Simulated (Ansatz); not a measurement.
The parent structure is ZnAg in the CsCl type structure (space group Pm-3m, No. 221; a = 3.118 Å). Axes: x, y, z lie along the cube axes.

Calculations: Ansatz (an electronic-structure program), PBEsol, PAW, cutoff 420 eV, without spin-orbit coupling.

Modification: a free-standing slab of 4 layers (8 atoms, 2 a layer) is cut normal to [110], with 15 Å of vacuum and the in-plane cell held at bulk.

Q: Estimate the effect on the excess energy per area of both faces and change of the spacing d12 from its bulk value of 2.204 Å.

A: The excess energy per area of both faces (slab less bulk energy over the cell's area: twice a surface energy) comes out as 2.1 J/m² (uncertain by up to 0.09 J/m²); the change of the spacing d12 from its bulk value of 2.204 Å amounts to +0.7 %.

The excess energy carries the mismatch between the slab's and the bulk's meshes. Stability against distortions was not tested.
